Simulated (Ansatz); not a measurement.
Data:

```
TiO2
1.0
    4.43895     0.00000     0.00000
    0.00000     4.43895     0.00000
    0.00000     0.00000     2.96872
Ti O
2 4
Direct
  0.00000   0.00000   0.00000
  0.50000   0.50000   0.50000
  0.30375   0.30375   0.00000
  0.80375   0.19625   0.50000
  0.19625   0.80375   0.50000
  0.69625   0.69625   0.00000
```

No spin polarisation.

The values are results of Ansatz (an electronic-structure program), LDA, PAW, cutoff 420 eV, no spin-orbit coupling, not measurements. Γ-centred 7×7×11 mesh, Fermi–Dirac width 0.05 eV.

Predict the pressure (mean of the normal stresses, compression positive).

6.90 GPa.

Predict the hole mass.

2.0 mₑ out of plane, 1.7 mₑ in plane (at Γ).

The levels and masses belong to the bands next to the band gap. The cells carry an imposed strain or load. Masses are band curvatures over ±0.01 Å⁻¹ around the edge. Whether these cells are dynamically stable was not tested. All final runs are without spin polarisation. The cell was made from TiO2 in the rutile structure (space group P4_2/mnm, No. 136) by this change: biaxial strain −2.40 %, plane normal [001], relaxed out of plane.
